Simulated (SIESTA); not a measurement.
Input and output of a self-consistent single point for MgTiW2O8 (P1, 12 atoms in the cell) (SIESTA).

Computed with VDW DRSLL+U, numerical atomic orbitals DZP, PseudoDojo PBE standard norm-conserving potentials (rewritten from UPF to PSML) in SIESTA 5.4.2.

```
MgTi(WO4)2
1.0
    4.94751     0.00000     0.00000
    1.26698     5.14743     0.00000
    0.16407     2.39542     6.29752
Mg Ti W O
1 1 2 8
Direct
  0.50688   0.08210   0.12211
  0.02000   0.10718   0.75324
  0.29300   0.62181   0.61594
  0.77601   0.58169   0.93777
  0.37759   0.82473   0.36303
  0.14930   0.34900   0.53758
  0.38391   0.81558   0.81802
  0.16606   0.33192   0.92251
  0.84348   0.88202   0.01718
  0.68837   0.34396   0.17600
  0.67023   0.38517   0.74345
  0.91479   0.84437   0.64866
```
Moments meant for the start (each program seeds them in its own way; μB, in the order of the atoms Mg Ti W W O O O O O O O O): 0.0 0.0 1.0 1.0 0.0 0.0 0.0 0.0 0.0 0.0 0.0 0.0.

Reference input (self-consistent single point, DFT, GGA PBEsol+U, numerical atomic orbitals DZP, PseudoDojo PBEsol standard norm-conserving potentials (rewritten from UPF to PSML)): XC.functional = GGA; XC.authors = PBEsol; potentials = PseudoDojo PBEsol standard; PAO.BasisSize = DZP; PAO.EnergyShift = 0.01 Ry; MeshCutoff = 400 Ry; kgrid.MonkhorstPack = 5 5 4; OccupationFunction = MP; OccupationMPOrder = 0; ElectronicTemperature = 50 meV; Spin = polarized; DFTU.ProjectorGenerationMethod = 2. This run's input differs from it in these lines:

```diff
@@ -1,2 +1,2 @@
-# files in the folder: Mg.psml Ti.psml W.psml O.psml (PseudoDojo PBEsol standard)
+# files in the folder: Mg.psml Ti.psml W.psml O.psml (PseudoDojo PBE standard)
 SystemName  MgTi(WO4)2
@@ -34,4 +34,4 @@
 
-XC.functional                GGA
-XC.authors                   PBEsol
+XC.functional                VDW
+XC.authors                   DRSLL
 PAO.BasisSize                DZP
```

Output, abridged:

```
        iscf     Eharris(eV)        E_KS(eV)     FreeEng(eV)     dDmax    Ef(eV) dHmax(eV)
   scf:    1   -10842.917200   -10945.529402   -10945.539586  0.859179 -1.209675 26.013094
     spin moment: {S} , |S| = {        0.0        0.0    0.48103 }     0.48103
   scf:    2   -10991.563594   -10974.503515   -10974.505048  0.459285 -1.514809 15.446018
     spin moment: {S} , |S| = {        0.0        0.0    1.97670 }     1.97670
   scf:    3   -11001.437739   -10990.253876   -10990.254552  0.129669 -2.331601  8.691158
     spin moment: {S} , |S| = {        0.0        0.0    1.98935 }     1.98935
   [... lines left out ...]
     spin moment: {S} , |S| = {        0.0        0.0    2.00000 }     2.00000
hubbard_term: recalculating local occupations   52
hubbard_term: maximum change in local occup.    0.000914
   scf:   63   -10997.474915   -10997.474915   -10997.474915  0.000036 -4.414076  0.000462
     spin moment: {S} , |S| = {        0.0        0.0    2.00000 }     2.00000
hubbard_term: recalculating local occupations   53
hubbard_term: maximum change in local occup.    0.000917
   scf:   64   -10997.474935   -10997.474935   -10997.474935  0.000009 -4.414049  0.000399
     spin moment: {S} , |S| = {        0.0        0.0    2.00000 }     2.00000
SCF Convergence by DM+H criterion
max |DM_out - DM_in|         :     0.0000085970
max |H_out - H_in|      (eV) :     0.0003985539
DFT+U population converged by dTol_pop criteria:
max |pop(DFT+U)_i - pop(DFT+U)_j|:     0.0009174429
SCF cycle converged after 64 iterations

Using DM_out to compute the final energy and forces
hubbard_term: recalculating local occupations   54
hubbard_term: maximum change in local occup.    0.000917
hubbard_term: recalculating Hamiltonian and forces

siesta: E_KS(eV) =           -10997.4753

siesta: E_KS - E_eggbox =    -10997.4753

siesta: Atomic forces (eV/Ang):
     1   -0.138049    0.034784   -0.258918
     2   -0.036412   -0.045374    0.126631
     3   -0.098439   -0.122677   -0.074038
     4    0.274033    0.158458    0.293359
     5    0.142582    0.071219   -0.660312
   [... lines left out ...]
siesta: FreeEng =    -10997.475339
siesta: Cell volume =        160.378362 Ang**3
siesta:          88.60570708         91.09478728  kBar
   [... lines left out ...]
     5    -0.538857    6.538857   -0.079564  O
     6    -0.495570    6.495570   -0.025461  O
     7    -0.661413    6.661413   -0.013223  O
     8    -0.766795    6.766795    0.006237  O
     9    -0.710303    6.710303    0.015656  O
    10    -0.553718    6.553718   -0.081722  O
    11    -0.676584    6.676584   -0.003576  O
    12    -0.629047    6.629047   -0.003106  O
 Total     0.000000                2.000000
```

The run converged in 64 iterations. Against the reference run the pressure goes from -0.85 to 8.86 GPa, the largest force goes from 0.436 to 1.145 eV/Å, the gap on the mesh goes from 1.299 to 1.403 eV and the size of the net moment stays at 0.17 μB/atom. The full log also holds: “xc_check: WARNING: Pseudopotential generated with GGA PBE functional”.

The starting cell comes from a database of computed structures (which also holds hypothetical and non-ambient phases and stackings), without a prior relaxation at this level. Its lattice was rescaled by a random factor within 2.5 % of one. Spin-orbit coupling is off. The magnetic order is the one reached from the typed start; others were not searched systematically. With U or open f shells several self-consistent states can exist. Values carry the incompleteness of an atom-centred basis. With a pressure of about 9 GPa the cell is away from its equilibrium volume at this level. Forces in this geometry exceed 1 eV/Å.

Cost on one core of a shared machine: roughly 9 min.
